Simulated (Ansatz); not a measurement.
## A computed series for SnO: response to strain

The parent structure is SnO (space group P4/nmm, No. 129; a = 3.837 Å, c = 4.759 Å; layered, stacked along the Cartesian z axis).

Strains are applied to the cell and any free atomic positions relax.

Level of theory: Kohn–Sham DFT with the PBE-D3(BJ) functional, run in Ansatz (a program for electronic structure) with PAW and 420 eV plane waves, scalar-relativistic without spin-orbit coupling.

For the base:

```
Item      Result
--------  ------
Band gap    zero
```

Task: The aim is a band gap between 0.24 eV and 0.30 eV. Which of these changes reaches it?
A. isotropic strain +1.80 %
B. isotropic strain +1.20 %
C. isotropic strain +0.60 %
D. isotropic strain +3.00 %

Result: B, isotropic strain +1.20 %. It gives 0.27 eV; isotropic strain +3.00 % gives 0.66 eV; isotropic strain +0.60 % gives 0.13 eV; isotropic strain +1.80 % gives 0.41 eV. Changes not listed may reach it too

Stability against distortions was not tested. The final runs are not spin-polarised. A zero or small gap of SnO can be the functional's error rather than a property of the material.
